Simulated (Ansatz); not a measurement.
An Ansatz (an electronic-structure program) run: Cs with a change (isotropic strain +0.50 %); PBEsol in Ansatz (plane waves to 420 eV, PAW, without spin-orbit coupling).

Input:

Ansatz 0.2 input:
```yaml
crystal:
  lattice:
    - [-3.0186014976, 3.0186014976, 3.0186014976]
    - [3.0186014976, -3.0186014976, 3.0186014976]
    - [3.0186014976, 3.0186014976, -3.0186014976]
  atoms:
    - { symbol: Cs, position: [0, 0, 0] }
basis: { ecutwfc: 420, ecutrho_ratio: 4, xc_grid: 2, fft_grid_basis: typed }
kpoints: { mp_grid: { grid: [16, 16, 16] } }
hamiltonian:
  xc: pbesol
  dispersion: none
  pseudopotentials: { kind: paw }
scf: { occupations: { method: fermi_dirac, width: 0.1 }, convergence: { dr2_threshold: 0.0000000001 } }
relax: { f_tol: 0.005, max_steps: 50 }
output: { forces: true, stress: true }
checkpoint: { write: state.ck, write_every: 1000 }
```

Output (explanatory and most iteration lines left out):

```
Relaxation: its limit of steps is 50 (relax.max_steps)
Pseudopotential: Cs, paw, valence charge 9
Crystal: 1 atoms, lattice volume = 110.021 Å³
Basis set: ecut = 420 eV, 2123 PW (Γ), exchange–correlation on 72×72×72 points (8 copies of the dense FFT grid, shifted against one another)
Bands: 9, of which v1, the nominal top of the filled ones, is band 5 counted from 1 (4 counted from 0)
Symmetry: 48 space group operations
Space group: Im-3m (ITA 229), of the structure as read, at distance tolerance 4.8e-5 Å
k-points: 145 of 4096
Functional: x = pbesol(κ = 0.804, μ = 0.12345679012345678), c = pbesol(β = 0.046)
SCF iter   1: F=—  HF=-5585.814648 eV  |F-HF|=—  |Δ(HF+E_count)|=         —  Δρ=4.89e-4  dr2=2.59e-4  ethr=1.77e-3  ⟨swp⟩=6.0  Hψ=10804  notcnv=0
SCF iter   2: F=—  HF=-5585.814967 eV  |F-HF|=—  |Δ(HF+E_count)|=   3.19e-4  Δρ=2.98e-4  dr2=1.16e-4  ethr=2.87e-6  ⟨swp⟩=2.3  Hψ=3183  notcnv=0
SCF 1 converged in 7 iterations: F = -5585.815012 eV  dr2 = 7.40e-11
relax step   1: F+E_penalty+E_count = -5585.81501200 eV  Δ(F+E_penalty+E_count) = +0.000e0 eV  max|allowed force component| = 0.000e0 eV/Å  Δτ_max = 0.0000 Å  (7 SCF iters, accepted)
SCF converged after 7 iterations
Free energy (F): -5585.815012 eV
Internal energy: -5585.774350 eV  (E = F + TS)
E sigma→0 (E₀):  -5585.794681 eV
Entropy (-TS):   -0.040662 eV (-40.662 meV/atom)
Fermi energy:    2.328424 eV
--- Forces (eV/Å), atoms counted from 1 ---
  atom   1  Cs     0.00000000    -0.00000000     0.00000000
--- Stress (GPa, compression-positive) ---
       -0.028712       0.000000       0.000000
       -0.000000      -0.028712       0.000000
       -0.000000      -0.000000      -0.028712
  P = ⅓ Tr σ = -0.0287 GPa (-0.287 kbar)
--- Relaxed structure (1 steps of the walk, 1 accepted, 0 SCFs on fresh bases) ---
  atoms:
    - { symbol: Cs, position: [0.0, 0.0, 0.0] }
```

Stability against distortions was not tested. The cell was made from Cs in the bcc (W type) structure (space group Im-3m, No. 229) by this change: isotropic strain +0.50 %.
